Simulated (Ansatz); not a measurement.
Take NaCl in the rock salt structure (space group Fm-3m, No. 225; a = 5.696 Å) as the base.

Structures relaxed with PBE in Ansatz (plane waves to 420 eV, PAW, without spin-orbit coupling).

Base:

Simulated powder pattern, Co Kα, λ = 1.79026 Å (kinematic, ideal powder, no thermal factors, no anomalous dispersion; the 8 strongest lines at most, above 2 %, up to 2θ = 90°):

```json
[
 {"2θ (°)": "31.59", "I/Imax (%)": "8.3", "hkl": "(111)"},
 {"2θ (°)": "36.64", "I/Imax (%)": "100", "hkl": "(200)"},
 {"2θ (°)": "52.79", "I/Imax (%)": "64", "hkl": "(220)"},
 {"2θ (°)": "65.97", "I/Imax (%)": "21", "hkl": "(222)"},
 {"2θ (°)": "77.90", "I/Imax (%)": "9.4", "hkl": "(400)"},
 {"2θ (°)": "89.31", "I/Imax (%)": "27", "hkl": "(420)"}
]
```

Now apply this change: every lattice vector is shortened by 0.50 %; the atoms relax in the strained cell.

**Question.** Where do the lines fall after the change?

**Answer.** 
Simulated powder pattern, Co Kα, λ = 1.79026 Å (kinematic, ideal powder, no thermal factors, no anomalous dispersion; the 8 strongest lines at most, above 2 %, up to 2θ = 90°):

| 2θ (°) | I/Imax (%) | hkl |
|---|---|---|
| 31.76 | 8.2 | (111) |
| 36.83 | 100 | (200) |
| 53.07 | 64 | (220) |
| 66.35 | 21 | (222) |
| 78.37 | 9.4 | (400) |
| 89.88 | 27 | (420) |

The indices refer to the base's conventional cell; one index is shown for lines that coincide.

Stability against distortions was not tested.

Ansatz is an electronic-structure program.
